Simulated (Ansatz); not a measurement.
Step by step: formation energy of the neutral Ge_Si + V_Si in Si (diamond, Fd-3m)

This concerns the formation energy of the neutral Ge_Si + V_Si in Si (diamond, Fd-3m). Reaction: Ge (diamond) + 62 Si (diamond) → cell A.

A: a supercell of 64 sites of Si (diamond, Fd-3m) with one empty Si site amid 4 Si; Ge on a Si site (3 Si at 2.45–2.49 Å); the closest two of these centres are 2.0 Å apart; spin state with PBE: run without spin.

Ansatz (a quantum-chemistry and plane-wave program) with PAW potentials; structures come from PBE relaxations, nuclei static, no net charge. Ansatz runs with its default PAW set. Other levels take these structures. The lattices are those relaxed with PBE, so at other levels the solids can be strained. Larger cells are relaxed from a start prepared with the learned potential CHGNet till forces fall under 0.03 eV/Å, which some starts already meet. A dispersion term (D3(BJ), or D4 for r2SCAN) was computed beside these levels and is taken off wherever the name lacks it. The PAW files were made for PBE and serve at the other functionals too. Space groups of crystals are read within 0.01 Å. Mesh and cell size may move defect energies by 0.1 eV or more.

Total energies of the cells in eV, at zero smearing width. They compare only within one column; the weights balance every element.

```csv
cell,atoms,weight,r2SCAN
A: Si:Ge_Si + V_Si,63,+1,-43920.97445
Ge (diamond),2,−1/2,-8605.79234
Si (diamond),64,−31/32,-40900.05066
```

r2SCAN: (-43920.97445) − 1/2 × (-8605.79234) − 31/32 × (-40900.05066) = 3.846 eV.
